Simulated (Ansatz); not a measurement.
Take TaN in the rock salt structure (space group Fm-3m, No. 225; a = 4.376 Å) as the base.

Structures relaxed with PBEsol (Ansatz, a quantum-chemistry and plane-wave program, PAW, without spin-orbit coupling).

Base:

Simulated powder pattern, Co Kα, λ = 1.79026 Å (kinematic, ideal powder, no thermal factors, no anomalous dispersion; the 14 strongest lines at most, above 2 %, up to 2θ = 90°):

```
2θ (°)  I/Imax (%)    hkl
------  ----------  -----
41.50          100  (111)
48.30           66  (200)
70.71           44  (220)
85.45           46  (311)
```

Perturbation: F takes the place of N on all its sites, then cell and atoms are relaxed.

After the change:

Simulated powder pattern, Co Kα, λ = 1.79026 Å (kinematic, ideal powder, no thermal factors, no anomalous dispersion; the 14 strongest lines at most, above 2 %, up to 2θ = 90°):

```json
[
 {"2θ (°)": "38.30", "I/Imax (%)": "100", "hkl": "(111)"},
 {"2θ (°)": "44.52", "I/Imax (%)": "78", "hkl": "(200)"},
 {"2θ (°)": "64.79", "I/Imax (%)": "53", "hkl": "(220)"},
 {"2θ (°)": "77.84", "I/Imax (%)": "46", "hkl": "(311)"},
 {"2θ (°)": "82.02", "I/Imax (%)": "19", "hkl": "(222)"}
]
```

The indices refer to each structure's own conventional cell; one index is shown for lines that coincide.

Whether these cells are dynamically stable was not tested. As relaxed here, TaF is a hypothetical phase, not in the database extracts checked. No Hubbard U is applied, and correlation can decide whether such a compound is a metal. The final runs are not spin-polarised. TaF has a high density of states at the Fermi level and may be magnetic at this level. This is not the structure that TaN has at room temperature and ambient pressure.
